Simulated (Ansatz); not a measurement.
Take BiTe (space group P-3m1, No. 164; a = 4.422 Å, c = 23.929 Å) as the base.

Level of theory: Ansatz (an electronic-structure program) PBE-D3(BJ), no spin-orbit coupling.

One change was made to it. Results:

| quantity | base | after |
|---|---|---|
| density | 8.27 g/cm³ | 8.41 g/cm³ |
| c/a ratio | 5.411 | 5.403 |

Problem. What was done to the base?
(A) pressure −1 GPa
(B) pressure 0.7 GPa
(C) pressure 10 GPa

Solution. B, pressure 0.7 GPa. For comparison, the density in the other runs: pressure 10 GPa gives 9.70 g/cm³; pressure −1 GPa gives 8.04 g/cm³.

The mesh was chosen for an insulator and is coarse for the gapless case. Load acts through the strain it causes; cell and atoms are relaxed under it. Stability against distortions was not tested. Competing high-pressure phases were not computed. The final runs are not spin-polarised.
